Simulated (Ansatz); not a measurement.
We consider SnO2 (I4₁/amd, No. 141, 6 atoms in the cell; start mp-755071; a measured phase of this formula has another space group), described by r²SCAN in Ansatz (plane waves, PAW).

Numerical settings: plane-wave cutoff 560 eV, 12×12×12 k mesh, Fermi–Dirac smearing 0.01 eV, scalar-relativistic PAW data made under PBE.

Cell (relaxed at this level):

```yaml
crystal:
  lattice:
    - [-1.99951, 1.99951, 5.10194]
    - [1.99951, -1.99951, 5.10194]
    - [1.99951, 1.99951, -5.10194]
  atoms:
    - { symbol: Sn, position: [0.75000, 0.25000, 0.50000] }
    - { symbol: Sn, position: [0.00000, 0.00000, 0.00000] }
    - { symbol: O, position: [0.79636, 0.79636, 0.00000] }
    - { symbol: O, position: [0.54636, 0.04636, 0.50000] }
    - { symbol: O, position: [0.95364, 0.45364, 0.50000] }
    - { symbol: O, position: [0.20364, 0.20364, 0.00000] }
```

Task: Predict the band gap and smallest direct gap on the k points sampled.

Result: 
- band gap = 2.33 eV
- smallest direct gap on the k points sampled = 2.74 eV

Spin–orbit coupling is not included.

Computed values are for the static lattice.

The result took around 70 core-seconds (rough).

A start named mp-… is a Materials Project structure, which need not be a measured phase.

Ansatz is a program for electronic structure.
